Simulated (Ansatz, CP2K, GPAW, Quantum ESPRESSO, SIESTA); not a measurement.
CaC2 (P-1, 6 atoms in the cell) computed with different codes at matched settings

Self-consistent single point.

```
CaC2
1.0
    3.87625     0.00000     0.00000
    1.84964     3.53935     0.00000
    0.41179     1.00694     7.21993
Ca C
2 4
Direct
  0.22555   0.98060   0.75247
  0.77445   0.01940   0.24753
  0.13145   0.40051   0.06016
  0.86855   0.59949   0.93984
  0.44816   0.63441   0.43396
  0.55184   0.36559   0.56604
```

Shared settings, as Ansatz (an electronic-structure program) writes them: kpoints.mp_grid.grid = 7 6 3; scf.occupations.method = fixed. Potentials and cutoffs stand in the table.

| code | model | pressure (GPa) | largest force (eV/Å) | gap on the mesh (eV) | cutoff |
|---|---|---|---|---|---|
| GPAW | PBEsol, GPAW PAW datasets PBEsol (made by gpaw-setup) | – | 0.160 | 2.466 | 900 eV |
| SIESTA | GGA PBEsol, numerical atomic orbitals DZP, PseudoDojo PBEsol standard norm-conserving potentials (rewritten from UPF to PSML) | 4.34 | 2.030 | 3.461 | grid 300 Ry |
| CP2K | PBEsol, GPW, DZVP-MOLOPT-SR-GTH basis, GTH-PBE potentials (GTH_POTENTIALS) | -2.26 | 0.650 | 2.370 | grid 500 Ry |
| Ansatz | PBEsol, default PAW files made with PBE | -2.89 | 0.122 | 2.457 | default |
| Quantum ESPRESSO | PBEsol, SSSP 1.1.2 efficiency (PBE) pseudopotentials | -2.54 | 0.212 | 2.457 | 45 Ry |

Size of the force on each atom (eV/Å): Sizes of forces hide their directions.

```json
[
 {"code": "GPAW", "Ca1": "0.053", "Ca2": "0.053", "C3": "0.160", "C4": "0.160", "C5": "0.155", "C6": "0.155"},
 {"code": "SIESTA", "Ca1": "0.144", "Ca2": "0.144", "C3": "1.968", "C4": "1.968", "C5": "2.030", "C6": "2.030"},
 {"code": "CP2K", "Ca1": "0.102", "Ca2": "0.102", "C3": "0.596", "C4": "0.596", "C5": "0.650", "C6": "0.650"},
 {"code": "Ansatz", "Ca1": "0.062", "Ca2": "0.062", "C3": "0.122", "C4": "0.122", "C5": "0.113", "C6": "0.113"},
 {"code": "Quantum ESPRESSO", "Ca1": "0.061", "Ca2": "0.061", "C3": "0.212", "C4": "0.212", "C5": "0.205", "C6": "0.205"}
]
```

A dash marks a value that a program does not give, or that is left out as unsure.

Gaps are read on the mesh.

The spread over the programs that give each value: pressure within 7.23 GPa; largest force within 1.908 eV/Å; gap on the mesh within 1.091 eV.

SIESTA and CP2K use small atom-centred bases, whose incompleteness enters pressures, forces and empty levels differently from a plane-wave cutoff. Ansatz's pressure is given at a fixed set of plane waves, as the other plane-wave codes print theirs; with its correction for the finite basis it is -2.68 GPa (the shift of 0.20 GPa shows how far the cutoff is from converged). The pressure of GPAW is left out: its cutoff lies under the one at which its stress was checked. In the pressure, SIESTA (by 7.06) lies more than 1 GPa from the median of the plane-wave programs. In the gap, SIESTA (by 1.004) lies more than 0.12 eV from the median of the plane-wave programs. In the force vectors, SIESTA (by 1.875) and CP2K (by 0.495) lie more than 0.08 eV/Å from the median of the plane-wave programs.

The starting cell comes from a database of computed structures (which also holds hypothetical and non-ambient phases and stackings), without a prior relaxation at this level. Its lattice was rescaled by a random factor within 2.5 % of one.

Keys are those of Ansatz 0.2.
